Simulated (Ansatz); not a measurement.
The cell is made up: elements placed on another compound's structure type, so the phase may be hypothetical.

Tunnelling through a barrier is set by its complex band structure: the current falls as exp(−2κd) with the smallest κ.

Given:

```yaml
crystal:
  lattice:
    - [5.83931, 0.00000, 0.00000]
    - [0.00000, 5.83931, 0.00000]
    - [0.00000, 0.00000, 3.43052]
  atoms:
    - { symbol: Be, position: [0.66865, 0.33135, 0.00000] }
    - { symbol: Be, position: [0.33135, 0.66865, 0.00000] }
    - { symbol: Be, position: [0.16865, 0.16865, 0.50000] }
    - { symbol: Be, position: [0.83135, 0.83135, 0.50000] }
    - { symbol: S, position: [0.69195, 0.69195, 0.00000] }
    - { symbol: S, position: [0.30805, 0.30805, 0.00000] }
    - { symbol: S, position: [0.80805, 0.19195, 0.50000] }
    - { symbol: S, position: [0.19195, 0.80805, 0.50000] }
```

Space group of this cell: P4_2/mnm. The cell was relaxed by PBE-D3(BJ); by r2SCAN its mean pressure is 3.0 GPa.

Transport runs along the normal of the first two printed cell vectors.

The gap is the functional's own, uncorrected, and κ follows it; spin-orbit coupling is left out. Mid-gap values are interpolated between the computed energies.

Q: Estimate the band gap and the smallest decay constant κ at mid-gap that r2SCAN (Ansatz, a program for electronic structure) returns for this system.

A: Gap 3.66 eV on a 6×6×10 mesh; κ = 0.299 1/Å, at the zone centre.
